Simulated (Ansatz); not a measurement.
Structure of amorphous Ti₂₀O₄₁Mg (periodic cell):

```xyz
62
Lattice="9.4162 0.1527 0.1462 0.1527 9.1382 0.0507 0.1462 0.0507 8.8251" Properties=species:S:1:pos:R:3 pbc="T T T"
Ti     1.9073     3.0147     7.9052
Ti     5.4474     3.1703     0.4029
Ti     5.6780     1.6990     5.9638
Ti     7.1803     0.7567     2.8073
Ti     0.7453     9.1424     7.1544
Ti     4.6191     7.8648     2.1944
Ti     1.8585     3.9946     4.4567
Ti     6.1151     6.5317     0.1508
Ti     4.1380     7.7920     5.6196
Ti     8.4640     2.9681     1.0956
Ti     7.5989     7.1297     5.9479
Ti     1.7560     6.3433     6.7853
Ti     3.0596     4.8808     0.8958
Ti     8.5818     2.3343     4.8822
Ti     4.1222     1.8390     3.1142
Ti     8.1083     4.4820     7.1893
Ti     1.4673     1.1901     2.1715
Ti     7.9217     6.0786     2.6181
Ti     1.9631     6.6737     3.0185
Ti     9.3747     8.0279     1.0523
O      9.3764     3.3905     8.0684
O      7.2140     4.0540     8.8183
O      1.2266     8.4912     2.3181
O      7.0210     1.1052     4.7243
O      4.4249     0.3112     6.3485
O      9.0343     0.5291     0.2482
O      9.2873     5.8067     6.7191
O      0.3483     6.2471     2.1672
O      9.5486     3.8942     4.5697
O      7.3148     3.2398     6.0350
O      6.7779     5.9971     7.2304
O      7.8933     6.7445     0.6208
O      3.5179     7.7365     3.7994
O      7.9886     6.2583     4.3765
O      2.0956     1.1875     7.7458
O      1.9465     5.0953     8.4671
O      5.1585     8.1002     0.2766
O      2.2722     2.1034     3.5957
O      8.0524     4.2792     2.2777
O      2.4708     4.7336     2.7037
O      0.2490     1.3157     5.7640
O      3.2246     0.7724     1.5884
O      1.7735     5.8991     4.7493
O      3.3982     3.1419     0.0829
O      4.8748     5.0841     0.3049
O      4.8171     3.1596     2.2035
O      6.8909     1.8983     1.2992
O      7.9622     8.3196     2.5378
O      3.1714     6.7943     1.4951
O      5.2822     0.3310     2.9563
O      5.5312     2.0022     7.8498
O      0.9978     2.6037     1.1016
O      8.8643     1.7265     3.0111
O      1.1422     7.4807     8.2620
O      2.2941     3.6795     6.2173
O      4.6422     2.5311     4.8156
O      3.6486     6.4202     6.7067
O      1.9054     8.1223     6.0697
O      5.8964     7.5394     5.3241
O      8.4624     8.4914     6.7125
O      5.9020     6.5862     2.2471
Mg     3.9832     0.6421     8.3438
```

Calculation: PBE, scalar-relativistic without spin-orbit coupling (plane waves to 420 eV, PAW; Ansatz, a program for electronic structure).

Preparation: random packing, a CHGNet melt and quench, and a DFT relaxation. O atoms were pushed apart under 1.9 Å during the dynamics, to hinder bonds among them. The hot cell started wider than the set density and was brought back towards it in steps. It is the lowest in DFT energy of 2 quenches. It is a model cell: composition and starting density were chosen by hand, and all elements were melted together. No dispersion term was used. Its density started from a set value of 3.58 and ended at 3.58 g/cm³. Cooling (nominally 240 K/ps over its main leg) ran many orders faster than in experiment, which tends to leave more defects and strain. A cell of this size samples the disorder only roughly. The volume was held where the preparation left it and the shape relaxed, at a PBE pressure of 2.5 GPa. Stress components on the final sampling reach 2.6 GPa. On a 2×2×2 Γ-centred mesh force components of up to 0.13 eV/Å stay, since the relaxation ran on the zone centre alone.

Cut-offs for bonds: Ti-Ti 3.12 Å, Ti-O 2.48 Å, Ti-Mg 3.16 Å, O-O 1.58 Å, O-Mg 2.48 Å, Mg-Mg 3.19 Å. Two cations that share two anions don't count as bonded, nor two that share one unless they lie closer than Ti-Ti 3.04 Å, Ti-Mg 3.07 Å, Mg-Mg 3.10 Å.

Q: Give the coordination numbers, mean bond lengths and angles.

A: 
| Item | Value |
|---|---|
| Mean coordination of Ti by anions | 5.45 (11 with 5, 9 with 6) |
| Mean coordination of O | 2.78 (11 with 2, 28 with 3, 2 with 4) |
| Mean coordination of Mg by anions | 5.00 (1 with 5) |
| Mean Ti-O bond | 1.956 Å (spread 0.132 Å, 109 counted) |
| Mean O-Mg bond | 2.107 Å (spread 0.040 Å, 5 counted) |
| Bond angle at Ti | mean 104.8°, spread 27.5° |
| Bond angle at O | mean 117.6°, spread 20.3° |
| Bond angle at Mg | mean 107.5°, spread 29.0° |

Q: List the pairs of like atoms that count as bonded by the rules above.

A: There are none by these rules.
